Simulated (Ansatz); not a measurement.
Pressure series in MoS2

Take MoS2 in the 3R-MoS2 type structure (space group R3m, No. 160; layered, stacked along the Cartesian z axis) as the base.

```xyz
3
Lattice="1.5876 0.9166 6.1949 -1.5876 0.9166 6.1949 0.0000 -1.8332 6.1949" Properties=species:S:1:pos:R:3 pbc="T T T"
Mo     0.0000     0.0000     0.0001
S      0.0000     0.0000    13.9441
S      0.0000     0.0000    10.8349
```

Cell and atoms are relaxed at each pressure.

Calculations: r2SCAN+rVV10 (Ansatz, a quantum-chemistry and plane-wave program; PAW; 500 eV plane waves; no spin-orbit coupling).

| case | band gap | volume per atom | c/a ratio |
|---|---|---|---|
| base | 1.02 eV | 18.03 Å³ | 5.853 |
| pressure −1 GPa | 1.10 eV | 18.64 Å³ | 6.004 |
| pressure 3 GPa | 0.80 eV | 17.05 Å³ | 5.650 |
| pressure 7 GPa | 0.61 eV | 16.26 Å³ | 5.523 |
| pressure 15 GPa | 0.33 eV | 15.23 Å³ | 5.400 |
| pressure 30 GPa | zero | 13.97 Å³ | 5.301 |
| pressure 50 GPa | zero | 12.85 Å³ | 5.252 |
| pressure 75 GPa | zero | 11.88 Å³ | 5.258 |
| pressure 100 GPa | zero | 11.15 Å³ | 5.293 |

A case with no gap was solved on a k-mesh chosen for an insulator, which is coarse for it. Load acts through the strain it causes; cell and atoms are relaxed under it. No phonon test of stability was made. Competing high-pressure phases were not computed. All final runs are without spin polarisation. The zero or small gap of MoS2 under pressure 30 GPa and MoS2 under pressure 50 GPa can change with the level of theory.
